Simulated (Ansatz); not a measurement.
MgB2 (P6/mmm), PBEsol, DFPT electron-phonon coupling, linearised Boltzmann equation (Ansatz, a quantum-chemistry and plane-wave program): phonon-limited resistivity 5.94 μΩ·cm at 300 K along y (a = (3.07, 0.00, 0.00) Å; b = (-1.53, 2.66, 0.00) Å; c = (0.00, 0.00, 3.49) Å), 10.3 μΩ·cm at 400 K, current-weighted mean free path 18.8 nm, Drude plasma energy 7.23 eV.

**Question.** What temperature coefficient of resistance follows, and how does it compare with 1/T?

**Answer.** (ρ₄₀₀ − ρ₃₀₀)/(100 K × ρ₃₀₀) = 7.34×10⁻³ K⁻¹, against 1/T = 3.33×10⁻³ K⁻¹ for a resistivity proportional to T. It lies higher because phonons are still being populated at 300 K; impurities would add a constant and lower it.

**Question.** What is the classical skin depth at 1 GHz (nonmagnetic, μ₀ = 1.257×10⁻⁶ H/m)?

**Answer.** δ = √(ρ/(π f μ₀)) = 3880 nm.

**Question.** Estimate the electronic thermal conductivity at 300 K by the Wiedemann-Franz law (L₀ = 2.44×10⁻⁸ W·Ω/K²).

**Answer.** L₀T/ρ = 2.44×10⁻⁸ × 300/(5.94×10⁻⁸) = 123 W/(m·K). Inelastic scattering puts the true Lorenz number somewhat under L₀ near and below the Debye temperature.

A metal at this level (no band gap). Only scattering by harmonic phonons is included (no impurities, grain boundaries, electron-electron scattering or thermal expansion). Spin-orbit coupling is left out. The squared frequency of the phonon mode least converged on the k mesh is uncertain by about 16 %. Halving the electron mesh (32x32x24) moves the resistivity by up to 3 % at 300 K, the mean free path by up to 3 %. Smearing 0.20 eV; phonons on a 5x5x4 q mesh, which this run doesn't test.
